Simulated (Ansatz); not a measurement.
# Worked example: self-consistent single point of CaO (Fm-3m, 2 atoms in the cell) in Ansatz

Method of the run: PBE (plane waves, PAW; Ansatz, an electronic-structure program).

This input was run:

Ansatz 0.2 input:
```yaml
crystal:
  lattice:
    - [0.000000, 2.405000, 2.405000]
    - [2.405000, 0.000000, 2.405000]
    - [2.405000, 2.405000, 0.000000]
  atoms:
    - { symbol: Ca, position: [0.000000, 0.000000, 0.000000] }
    - { symbol: O, position: [0.500000, 0.500000, 0.500000] }
kpoints:
  mp_grid: { grid: [12, 12, 12] }
hamiltonian:
  xc: pbe
  pseudopotentials: { kind: paw }
scf:
  occupations: { method: fermi_dirac, width: 0.05 }
output:
  forces: true
  eigenvalues: true
  stress: true
```

Output (repeated stretches shortened):

```
WARN basis.ecutwfc = 420 eV, the default
WARN ansatz: RAYON_NUM_THREADS=1 ignored (pool sized by the plan → 1); use --threads N
Pseudopotentials: kind: paw
Pseudopotential: Ca, paw, valence charge 10
Pseudopotential: O, paw, valence charge 6
Crystal: 2 atoms, lattice volume = 27.821 Å³
Basis set: ecut = 420 eV, 537 PW (Γ), exchange–correlation on 48×48×48 points (8 copies of the dense FFT grid, shifted against one another)
Bands: 12, of which v1, the nominal top of the filled ones, is band 8 counted from 1 (7 counted from 0)
Symmetry: 48 space group operations
Space group: Fm-3m (ITA 225), of the structure as read, at distance tolerance 3.0e-5 Å
k-points: 72 of 1728
Initial density: superposition of atomic densities (neutral atoms: chi_scale 0, normalization atom), corrected by the library's trained network
Initial wavefunctions: pseudopotential atomic-orbital guess
Eigensolver: davidson
Functional: x = pbe(κ = 0.804, μ = 0.2195149727645171), c = pbe(β = 0.06672455060314922)
SCF iter   1: F=—  HF=-2387.721261 eV  |F-HF|=—  |Δ(HF+E_count)|=         —  Δρ=9.65e-4  dr2=1.87e-4  ethr=1.77e-3  ⟨swp⟩=7.1  Hψ=6012  notcnv=0
all-band conjugate gradients solve this SCF's bands
preconditioner: auto → none
SCF iter   2: F=—  HF=-2387.721356 eV  |F-HF|=—  |Δ(HF+E_count)|=   9.44e-5  Δρ=1.69e-3  dr2=7.62e-4  ethr=1.17e-6  ⟨swp⟩=2.2  Hψ=2008  notcnv=0
SCF iter   3: F=—  HF=-2387.721222 eV  |F-HF|=—  |Δ(HF+E_count)|=   1.34e-4  Δρ=6.02e-4  dr2=1.02e-4  ethr=1.17e-6  ⟨swp⟩=2.0  Hψ=1130  notcnv=0
SCF iter   4: F=—  HF=-2387.721242 eV  |F-HF|=—  |Δ(HF+E_count)|=   1.99e-5  Δρ=1.75e-4  dr2=6.89e-6  ethr=6.36e-7  ⟨swp⟩=2.0  Hψ=1117  notcnv=0
SCF iter   5: F=—  HF=-2387.721265 eV  |F-HF|=—  |Δ(HF+E_count)|=   2.32e-5  Δρ=1.31e-4  dr2=4.85e-6  ethr=4.30e-8  ⟨swp⟩=1.0  Hψ=864  notcnv=0
SCF iter   6: F=—  HF=-2387.721264 eV  |F-HF|=—  |Δ(HF+E_count)|=   9.11e-7  Δρ=5.71e-5  dr2=9.17e-7  ethr=3.03e-8  ⟨swp⟩=1.8  Hψ=959  notcnv=0
SCF iter   7: F=-2387.721264 eV  HF=-2387.721264 eV  |F-HF|=8.27e-8  |Δ(HF+E_count)|=   1.90e-7  Δρ=1.86e-5  dr2=9.67e-8  ethr=6.25e-10  ⟨swp⟩=3.0  Hψ=2941  notcnv=0
SCF 1 converged in 7 iterations: F = -2387.721264 eV  dr2 = 9.67e-8
SCF converged after 7 iterations
Free energy (F): -2387.721264 eV
Harris-Foulkes:  -2387.721264 eV  (|F-HF|=8.27e-8)
Internal energy: -2387.721264 eV  (E = F + TS)
E sigma→0 (E₀):  -2387.721264 eV
Fermi energy:    9.524916 eV
--- Per-component energies (eV) ---
  E_band       = -101.366166
  E_kinetic    = 456.144638
  E_local      = -892.769051  (includes V_loc(G=0)·N_el)
  E_nonlocal   = 111.492352
  E_hartree    = 296.090496
  E_xc         = -213.296738
  E_vxc        = -268.358831  (∫ρ·V_xc dr)
  E_paw        = -1016.301723  (= ΣΔE_a)
  E_vpaw       = -100.053419  (= ΣTr[D̂ρ^β])
  E_aug_tail   = 0.002429  (compensation charges beyond the density's cutoff)
  E_ewald      = -1129.083669
  E_smearing   = -0.000000  (= −TS)
  E_closure    = -0.000000  (closes the sum)
  Σ components = -2387.721264   (vs F -2387.721264, Δ=0.00e0)
--- Forces (eV/Å), atoms counted from 1 ---
  atom   1  Ca    -0.00000000     0.00000000    -0.00000000
  atom   2  O      0.00000000     0.00000000    -0.00000000
  max |Σ_I F_I| component: 1.71e-29 eV/Å
--- Stress (GPa, compression-positive) ---
        1.405014       0.000000       0.000000
       -0.000000       1.405014      -0.000000
        0.000000       0.000000       1.405014
  P = ⅓ Tr σ = 1.4050 GPa (14.050 kbar)
  The stress holds the Pulay correction. Without it, at fixed plane waves, as pw.x and ABINIT print it: P = 0.9911 GPa
--- Band table (eV; the first three rows and the last of 72) ---
  k-point 0: bands = ["-29.9786", "-10.7455", "-10.7455", "-10.7455", "-7.8428", "7.6691", "7.6691", "7.6691", "12.3819", "13.9016", "13.9016", "13.9016"]
  k-point 1: bands = ["-29.9719", "-10.8437", "-10.7491", "-10.7491", "-7.7402", "7.4128", "7.5723", "7.5723", "12.7073", "13.8745", "14.0201", "14.0201"]
  k-point 2: bands = ["-29.9536", "-11.0845", "-10.7589", "-10.7589", "-7.4869", "6.8167", "7.3241", "7.3241", "13.4854", "13.8782", "14.3559", "14.3559"]
  k-point 71: bands = ["-29.8462", "-11.1659", "-11.1572", "-11.1572", "-7.2272", "6.3957", "6.6147", "6.6147", "13.9845", "13.9845", "16.0445", "17.1959"]
```

The run converged in 7 iterations.

The starting cell has typed, rounded lattice constants, without a prior relaxation at this level. Ansatz's pressure includes its estimate of the finite-basis (Pulay) stress.
